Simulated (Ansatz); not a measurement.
A self-consistent single point of CdTe (F-43m, 2 atoms in the cell) with Ansatz (a program for electronic structure).

Computed with PBE (plane waves, PAW; Ansatz).

The change in words: lattice scaled by 0.98. Reference geometry:
```
CELL_PARAMETERS angstrom
      0.00000     3.29196     3.29196
      3.29196     0.00000     3.29196
      3.29196     3.29196     0.00000
ATOMIC_POSITIONS crystal
  Cd 0.00000 0.00000 0.00000
  Te 0.25000 0.25000 0.25000
```

Reference input (self-consistent single point, DFT, PBE, plane waves, default PAW files): basis.ecutwfc = 420 eV; kpoints.mp_grid.grid = 9 9 9; hamiltonian.xc = pbe; hamiltonian.pseudopotentials = {kind: paw} (the program's default PAW files); scf.occupations.method = fixed. This run's input differs from it in these lines:

```diff
@@ -2,5 +2,5 @@
   lattice:
-    - [0.000000, 3.291961, 3.291961]
-    - [3.291961, 0.000000, 3.291961]
-    - [3.291961, 3.291961, 0.000000]
+    - [0.000000, 3.226122, 3.226122]
+    - [3.226122, 0.000000, 3.226122]
+    - [3.226122, 3.226122, 0.000000]
   atoms:
```

Output, abridged:

```
SCF iter   1: F=—  HF=-15235.290295 eV  |F-HF|=—  |Δ(HF+E_count)|=         —  Δρ=1.45e-3  dr2=3.45e-3  ethr=1.77e-3  ⟨swp⟩=4.9  Hψ=2988  notcnv=0  defer=65
all-band conjugate gradients solve this SCF's bands
preconditioner: auto → none
SCF iter   2: F=—  HF=-15235.289544 eV  |F-HF|=—  |Δ(HF+E_count)|=   7.51e-4  Δρ=5.57e-4  dr2=2.16e-4  ethr=9.59e-6  ⟨swp⟩=3.0  Hψ=1518  notcnv=0  defer=65
SCF iter   3: F=—  HF=-15235.289591 eV  |F-HF|=—  |Δ(HF+E_count)|=   4.72e-5  Δρ=2.16e-4  dr2=3.30e-5  ethr=6.01e-7  ⟨swp⟩=3.0  Hψ=1465  notcnv=0  defer=65
SCF iter   4: F=—  HF=-15235.289629 eV  |F-HF|=—  |Δ(HF+E_count)|=   3.79e-5  Δρ=7.26e-5  dr2=3.34e-6  ethr=9.17e-8  ⟨swp⟩=2.0  Hψ=1133  notcnv=0  defer=52
SCF iter   5: F=—  HF=-15235.289639 eV  |F-HF|=—  |Δ(HF+E_count)|=   9.96e-6  Δρ=1.73e-5  dr2=1.36e-7  ethr=9.28e-9  ⟨swp⟩=2.0  Hψ=1085  notcnv=0  defer=61
SCF iter   6: F=-15235.289639 eV  HF=-15235.289639 eV  |F-HF|=2.56e-9  |Δ(HF+E_count)|=   5.95e-7  Δρ=2.02e-6  dr2=1.63e-9  ethr=2.78e-10  ⟨swp⟩=8.4  Hψ=3799  notcnv=0
SCF 1 converged in 6 iterations: F = -15235.289639 eV  dr2 = 1.63e-9
Free energy (F): -15235.289639 eV
Internal energy: -15235.289639 eV  (E = F + TS)
E sigma→0 (E₀):  -15235.289639 eV
Fermi energy:    7.650653 eV
--- Forces (eV/Å), atoms counted from 1 ---
  atom   1  Cd     0.00000000    -0.00000000    -0.00000000
  atom   2  Te    -0.00000000     0.00000000     0.00000000
--- Stress (GPa, compression-positive) ---
        3.212508       0.000000      -0.000000
       -0.000000       3.212508       0.000000
       -0.000000       0.000000       3.212508
  P = ⅓ Tr σ = 3.2125 GPa (32.125 kbar)
  The stress holds the Pulay correction. Without it, at fixed plane waves, as pw.x and ABINIT print it: P = 3.1748 GPa
```

The run converged in 6 iterations. Against the reference run the free energy rises by 23.8 meV/atom, the pressure goes from 0.57 to 3.21 GPa and the gap on the mesh goes from 0.631 to 0.813 eV.

The starting cell comes from a database of computed structures (which also holds hypothetical and non-ambient phases and stackings), without a prior relaxation at this level. Its lattice was rescaled by a random factor within 2.5 % of one. For this run, on top of that: lattice scaled by 0.98. Spin-orbit coupling is off. With a pressure of about 3 GPa the cell is away from its equilibrium volume at this level. Ansatz's pressure includes its estimate of the finite-basis (Pulay) stress.

Keys are those of Ansatz 0.2.
